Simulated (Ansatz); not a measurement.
AlAs (zinc blende, F-43m); conventional cell a = 5.728 Å, b = 5.728 Å, c = 5.728 Å, α = 90.00°, β = 90.00°, γ = 90.00°.

Dynamical quadrupoles are not included in the interpolation of the phonons between the solved wave vectors.

Task: What linear thermal expansion coefficient does quasi-harmonic lattice dynamics on DFT at the PBE level (Ansatz, a program for electronic structure) give at 900 K, and what isobaric heat capacity per mole of formula units and Grüneisen parameter?

Result: α = 6.8 × 10⁻⁶ K⁻¹; C_P = 49.9 J/(mol K); γ = 0.71. Whether this phase is the stable one at each condition was not tested.
